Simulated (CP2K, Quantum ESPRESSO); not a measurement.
A CP2K input for a self-consistent single point of SrB6 (Pm-3m, 7 atoms in the cell) (DFT PBEsol, GPW, DZVP-MOLOPT-SR-GTH basis, GTH-PBE potentials (GTH_POTENTIALS)):

```
&GLOBAL
  PROJECT scf
  RUN_TYPE ENERGY_FORCE
  PRINT_LEVEL LOW
&END GLOBAL
&FORCE_EVAL
  METHOD Quickstep
  STRESS_TENSOR ANALYTICAL
  &DFT
    BASIS_SET_FILE_NAME BASIS_MOLOPT
    POTENTIAL_FILE_NAME GTH_POTENTIALS
    &QS
      METHOD GPW
      EPS_DEFAULT 1E-10
    &END QS
    &MGRID
      CUTOFF 500
      REL_CUTOFF 60
      NGRIDS 5
    &END MGRID
    &SCF
      SCF_GUESS ATOMIC
      EPS_SCF 1E-6
      MAX_SCF 100
      ADDED_MOS 6
      &DIAGONALIZATION
        ALGORITHM STANDARD
      &END DIAGONALIZATION
      &MIXING
        METHOD BROYDEN_MIXING
        ALPHA 0.3
        NBUFFER 12
      &END MIXING
      &SMEAR ON
        METHOD FERMI_DIRAC
        ELECTRONIC_TEMPERATURE [K] 580.23
      &END SMEAR
    &END SCF
    &KPOINTS
      SCHEME MONKHORST-PACK 5 5 5
    &END KPOINTS
    &XC
      &XC_FUNCTIONAL
        &PBE
          PARAMETRIZATION PBESOL
        &END PBE
      &END XC_FUNCTIONAL
    &END XC
    &PRINT
      &MO
        EIGENVALUES T
        OCCUPATION_NUMBERS T
        NDIGITS 8
        FILENAME mo
        &EACH
          QS_SCF 0
        &END EACH
        ADD_LAST NUMERIC
      &END MO
      &MULLIKEN OFF
      &END MULLIKEN
    &END PRINT
  &END DFT
  &SUBSYS
    &CELL
      A 4.19021000 0.00000000 0.00000000
      B 0.00000000 4.19021000 0.00000000
      C 0.00000000 0.00000000 4.19021000
      PERIODIC XYZ
    &END CELL
    &COORD
      SCALED
      Sr       0.00000000     0.00000000     0.00000000
      B        0.20314000     0.50000000     0.50000000
      B        0.79686000     0.50000000     0.50000000
      B        0.50000000     0.20314000     0.50000000
      B        0.50000000     0.79686000     0.50000000
      B        0.50000000     0.50000000     0.20314000
      B        0.50000000     0.50000000     0.79686000
    &END COORD
    &KIND Sr
      BASIS_SET DZVP-MOLOPT-SR-GTH-q10
      POTENTIAL GTH-PBE-q10
    &END KIND
    &KIND B
      BASIS_SET DZVP-MOLOPT-SR-GTH-q3
      POTENTIAL GTH-PBE-q3
    &END KIND
  &END SUBSYS
  &PRINT
    &FORCES ON
    &END FORCES
    &STRESS_TENSOR ON
    &END STRESS_TENSOR
  &END PRINT
&END FORCE_EVAL
```

Task: Write the same calculation as an input for Quantum ESPRESSO.

Result: One input that does it (others would too):

```fortran
&control
 calculation = 'scf',
 prefix = 'SrB6',
 outdir = './work',
 pseudo_dir = './',
 tprnfor = .true.,
 tstress = .true.,
/
&system
 ibrav = 0,
 nat = 7,
 ntyp = 2,
 ecutwfc = 40,
 ecutrho = 200,
 occupations = 'smearing',
 smearing = 'fd',
 degauss = 0.0036749,
/
&electrons
 conv_thr = 1.0d-8,
 mixing_beta = 0.3,
/
ATOMIC_SPECIES
Sr    87.6200  sr_pbesol_v1.uspp.F.UPF
B     10.8100  b_pbesol_v1.4.uspp.F.UPF
ATOMIC_POSITIONS angstrom
Sr    0.0000000000    0.0000000000    0.0000000000
B     0.8511992594    2.0951050000    2.0951050000
B     3.3390107406    2.0951050000    2.0951050000
B     2.0951050000    0.8511992594    2.0951050000
B     2.0951050000    3.3390107406    2.0951050000
B     2.0951050000    2.0951050000    0.8511992594
B     2.0951050000    2.0951050000    3.3390107406
K_POINTS automatic
5 5 5  0 0 0
CELL_PARAMETERS angstrom
   4.1902100000     0.0000000000     0.0000000000
   0.0000000000     4.1902100000     0.0000000000
   0.0000000000     0.0000000000     4.1902100000
```

Basis settings and potentials, where a program has them, do not carry over. This input uses DFT, PBEsol, plane waves, GBRV 1.5 ultrasoft (PBESOL) pseudopotentials.

The starting cell comes from a database of computed structures (which also holds hypothetical and non-ambient phases and stackings), without a prior relaxation at this level.
